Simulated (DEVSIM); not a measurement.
System: n-channel Ge fully depleted SOI MOSFET with SiO2, at 350 K.

- Gate length: 40 nm
- Source drain length: 32 nm
- Dielectric thickness: 1.1 nm
- Lateral straggle: 2.9 nm
- Underlap: 0 nm
- Body thickness: 10.6 nm
- Buried oxide: 25 nm
- Gate work function: 4.34 eV
- Source and drain doping: 8.3e19 cm⁻³, Gaussian tails under the gate
- Body doping: 2e16 cm⁻³
- Lifetime: 1e-8 s
- Supply: 0.8 V
- Back work function: 4.57 eV

All mobilities are scaled by 1; velocity saturation, μ/(1 + (μE/vsat)^b)^(1/b) with b = 2 for electrons and 1 for holes and E the electric field along each mesh edge, is on. Mobility is μmin + (μ − μmin)/(1 + (N/Nref)^α).

This is a model device: material constants are rounded textbook-type values typed into the input, and sizes, dopings and lifetimes were drawn at random. Values at 300 K; Nc and Nv go as T^1.5, mobilities as T to minus their exponent, the gap by Varshni's rule with the affinity fixed.

Ge: gap (eV) 0.664, affinity (eV) 4, permittivity 16, Nc (cm⁻³) 1.04e19, Nv (cm⁻³) 6e18, μn (cm²/Vs) 3900, μp (cm²/Vs) 1900, μn,min 150, μp,min 100, Nref,n 2.6e17, Nref,p 4e17, αn 0.56, αp 0.6, T exponent of μn 1.66, T exponent of μp 2.33, vsat,n (cm/s) 6.5e6, vsat,p (cm/s) 6e6, Varshni α (eV/K) 0.000477, Varshni β (K) 235. SiO2: gap (eV) 9, affinity (eV) 0.9, permittivity 3.9.

DEVSIM, 2D drift-diffusion, Boltzmann statistics, complete ionisation; no quantum confinement, tunnelling, impact ionisation, self-heating, contact resistance or fringe fields beside the gate. Metal contacts follow the ideal Schottky-Mott rule: no Fermi-level pinning, no interface dipoles.

Transfer curves, |Id| in μA/μm:

```
Vg (V)  Vd = 0.05 V  Vd = 0.8 V
------  -----------  ----------
-0.24       0.01064      0.3761
-0.2        0.02154      0.7257
-0.16       0.04347       1.384
-0.12       0.08733       2.599
-0.08        0.1744       4.768
-0.04        0.3456       8.320
0            0.6778       13.62
0.04          1.311       21.23
0.08          2.490       31.72
0.12          4.617       45.61
0.16          8.296       63.36
0.2           14.34       85.41
0.24          23.71       112.2
0.28          37.33       143.9
0.32          55.78       180.8
0.36          79.23       222.7
0.4           107.5       268.8
0.44          139.9       318.6
0.48          175.9       371.9
0.52          214.7       428.3
0.56          255.6       487.4
0.6           298.2       548.8
0.64          341.9       612.1
0.68          386.3       677.0
0.72          431.0       743.3
0.76          475.6       810.6
0.8           520.0       879.0
```

Work out the subthreshold swing at low drain bias from the rows at -0.24 and -0.2 V, and compare it with the thermal limit.

log10(0.02154/0.01064) = 0.306 over 40.0 mV, so S = 131 mV/decade. The limit kT/q ln 10 is 69.4 mV/decade; the ratio is 1.88. This is the steepest step of the table.

Give the natural length λ = √(ε_body t_body t_ox / (ε_ox)) and the gate length in units of it.

λ = 6.92 nm and L/λ = 5.8. The formula is that for thin layers, and L is the gate's length, not the shorter one between the doping tails.

Source and drain are degenerate, where Boltzmann statistics are only rough. The electric field that drives the saturation includes the junctions' built-in field, which lowers the mobility there even at small currents: subthreshold currents come out too low, a known weakness of this choice.
